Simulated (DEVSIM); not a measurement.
Structure: abrupt Si n-p junction, at 350 K.

| layer (left to right) | material | thickness (μm) | Nd (cm⁻³) | Na (cm⁻³) | τn (s) | τp (s) |
|---|---|---|---|---|---|---|
| 1 | Si | 3.80 | 2.8e16 | - | 0.00041 | 0.00041 |
| 2 | Si | 4.10 | - | 4.3e16 | 0.00041 | 0.00041 |

Left contact: ohmic. Right contact: ohmic. Voltage is applied to the left contact. Recombination: SRH at mid-gap. Mobility is constant in doping.

Constants are typed, rounded textbook-type inputs, not results; the design itself was drawn at random and stands for no fabricated device. Values at 300 K; Nc and Nv go as T^1.5, mobilities as T to minus their exponent, the gap by Varshni's rule with the affinity fixed.

```tsv
parameter	Si
gap (eV)	1.124
affinity (eV)	4.05
permittivity	11.7
Nc (cm⁻³)	2.86e19
Nv (cm⁻³)	3.1e19
μn (cm²/Vs)	1417
μp (cm²/Vs)	470
T exponent of μn	2.3
T exponent of μp	2.2
Varshni α (eV/K)	0.000473
Varshni β (K)	636
```

DEVSIM, 1D drift-diffusion, Boltzmann statistics, complete ionisation; no tunnelling, impact ionisation, image-force lowering or self-heating.

The thickness of layer 2 was swept, all else fixed.

```csv
thickness of layer 2 (μm),dark forward voltage at 100 A/cm² (V),dark forward voltage at 1 A/cm² (V)
0.82,0.610,0.461
1.4,0.625,0.476
2.5,0.639,0.490
4.1,(withheld),(withheld)
7,0.667,0.510
12,0.685,0.518
20,0.709,0.523
```

**Question.** What belongs in the gaps?

**Answer.** 
- 4.1, dark forward voltage at 100 A/cm² (V): 0.651
- 4.1, dark forward voltage at 1 A/cm² (V): 0.501
